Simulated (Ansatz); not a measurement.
BP under load (space group F-43m), Ansatz (a program for electronic structure) with PBE with spin-orbit coupling, rigid bands. Condition of this run: hydrostatic pressure of 16 GPa (compression positive) (the target of the relaxation). Band gap 1.09 eV, N_c = 4.71e19 cm⁻³ and N_v = 2.77e19 cm⁻³ at 300 K, conductivity masses of 0.344 mₑ (electrons) and 0.435 mₑ (holes). Take k_BT = 0.02585 eV.

Task: What built-in voltage has an abrupt junction with N_A = 1e17 and N_D = 1e17 cm⁻³, all dopants ionised?

Result: V_bi = E_g/e − (k_BT/e) ln(N_c N_v/(N_A N_D)) = 1.09 − 0.02585 × 11.78 = 0.79 V, for the computed gap.

Task: What thermal injection velocity √(2k_BT/πm) limits a ballistic channel?

Result: 9.17e6 cm/s for electrons and 8.16e6 cm/s for holes, a ratio of √(m_h/m_e) = 1.12, for dilute carriers.

Task: A film of it is 8 nm thick. Estimate the confinement energies in an infinite well.

Result: ħ²π²/(2m t²) = 0.376 eV·nm²/(m/mₑ × t²) gives 17.1 meV for electrons and 13.5 meV for holes, so the gap would widen to about 1.12 eV. Finite barriers and nonparabolic bands lower this, and with several valleys or bands the heaviest mass along the normal sets the lowest level, not this average.

Rigid bands with the computed gap; masses take one relaxation time for all states. Geometry: cell and atoms relaxed with PBEsol.
